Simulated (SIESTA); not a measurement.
Worked example: self-consistent single point of NbH (Cmme, 4 atoms in the cell) in SIESTA.

Method: LDA PW92, numerical atomic orbitals TZP, PseudoDojo LDA standard norm-conserving potentials (rewritten from UPF to PSML) in SIESTA.

The change in words: lattice scaled by 0.98. Reference geometry:
```yaml
crystal:
  lattice:
    - [1.85422, -2.40469, 0.00000]
    - [1.85422, 2.40469, 0.00000]
    - [0.00000, 0.00000, 4.82729]
  atoms:
    - { symbol: Nb, position: [0.75000, 0.25000, 0.26884] }
    - { symbol: Nb, position: [0.25000, 0.75000, 0.73116] }
    - { symbol: H, position: [0.25000, 0.25000, 0.00000] }
    - { symbol: H, position: [0.75000, 0.75000, 0.00000] }
```

Reference input (self-consistent single point, DFT, LDA PW92, numerical atomic orbitals TZP, PseudoDojo LDA standard norm-conserving potentials (rewritten from UPF to PSML)): XC.functional = LDA; XC.authors = PW92; potentials = PseudoDojo LDA standard; PAO.BasisSize = TZP; PAO.EnergyShift = 0.005 Ry; MeshCutoff = 300 Ry; kgrid.MonkhorstPack = 11 11 7; OccupationFunction = MP; OccupationMPOrder = 0; ElectronicTemperature = 0.136 eV; MaxSCFIterations = 150; SCF.Mixer.Method = Pulay. This run's input differs from it in these lines:

```diff
@@ -12,5 +12,5 @@
 %block LatticeVectors
-     1.854223000   -2.404687000    0.000000000
-     1.854223000    2.404687000    0.000000000
-     0.000000000    0.000000000    4.827290000
+     1.817139000   -2.356593000    0.000000000
+     1.817139000    2.356593000    0.000000000
+     0.000000000    0.000000000    4.730744000
 %endblock LatticeVectors
@@ -18,6 +18,6 @@
 %block AtomicCoordinatesAndAtomicSpecies
-     1.854223000   -1.202343500    1.297768644  1
-     1.854223000    1.202343500    3.529521356  1
-     0.927111500    0.000000000    0.000000000  2
-     2.781334500    0.000000000    0.000000000  2
+     1.817139000   -1.178296500    1.271813217  1
+     1.817139000    1.178296500    3.458930783  1
+     0.908569500    0.000000000    0.000000000  2
+     2.725708500    0.000000000    0.000000000  2
 %endblock AtomicCoordinatesAndAtomicSpecies
```

Log, with long lists cut:

```
        iscf     Eharris(eV)        E_KS(eV)     FreeEng(eV)     dDmax    Ef(eV) dHmax(eV)
   scf:    1    -3399.632766    -3421.678938    -3421.685461  0.741673 -4.003513  5.994749
   scf:    2    -3425.160596    -3423.586343    -3423.593298  0.193845 -4.508595  3.210550
   scf:    3    -3424.780018    -3424.296147    -3424.304562  0.133814 -5.004277  0.624482
   scf:    4    -3424.351814    -3424.332400    -3424.341423  0.049928 -5.137448  0.033663
   scf:    5    -3424.332578    -3424.332549    -3424.341690  0.008610 -5.157420  0.033312
   scf:    6    -3424.332560    -3424.332625    -3424.341724  0.005035 -5.145488  0.028887
   scf:    7    -3424.332688    -3424.332668    -3424.341785  0.001550 -5.151808  0.003469
   scf:    8    -3424.332668    -3424.332668    -3424.341785  0.000242 -5.152236  0.001062
   scf:    9    -3424.332668    -3424.332668    -3424.341785  0.000085 -5.152488  0.000011
SCF Convergence by DM+H criterion
max |DM_out - DM_in|         :     0.0000848680
max |H_out - H_in|      (eV) :     0.0000108201
SCF cycle converged after 9 iterations

Using DM_out to compute the final energy and forces

siesta: E_KS(eV) =            -3424.3327

siesta: E_KS - E_eggbox =     -3424.3327

siesta: Atomic forces (eV/Ang):
     1   -0.000000    0.000000    0.145111
     2    0.000000    0.000000   -0.145111
     3    0.000000    0.000000    0.000000
     4   -0.000000    0.000000    0.000000
   Tot    0.000000    0.000000   -0.000000
   Max    0.145111
   Res    0.059241    sqrt( Sum f_i^2 / 3N )
   Max    0.145111    constrained

Stress tensor Voigt[x,y,z,yz,xz,xy] (kbar):       40.39        8.14        9.02        0.00       -0.00        0.00
(Free)E + p*V (eV/cell)    -3424.8269
   [... lines left out ...]
siesta: FreeEng =     -3424.341785
siesta: Cell volume =         40.516524 Ang**3
siesta:         -19.18258992        -14.99918340  kBar
   [... lines left out ...]
               1s      1s      1s      2Ppy    2Ppz    2Ppx
   3  1.218   0.131   0.610   0.278   0.067   0.065   0.067
   4  1.218   0.131   0.610   0.278   0.067   0.065   0.067

mulliken: Qtot =       28.000

Mulliken Atomic Populations:
Atom #   charge [q] valence [e]  Species
     1     0.218112   12.781888  Nb
     2     0.218112   12.781888  Nb
     3    -0.218112    1.218112  H
     4    -0.218112    1.218112  H
 Total     0.000000
```

The run converged in 9 iterations. Against the reference run the free energy falls by 30.3 meV/atom, the pressure goes from -12.75 to -1.92 GPa and the largest force goes from 0.083 to 0.145 eV/Å.

The starting cell comes from a database of computed structures (which also holds hypothetical and non-ambient phases and stackings), without a prior relaxation at this level. Its lattice was rescaled by a random factor within 2.5 % of one. For this run, on top of that: lattice scaled by 0.98. Spin polarisation is off. Values carry the incompleteness of an atom-centred basis.

Cost on one core of a shared machine: roughly 60 s.
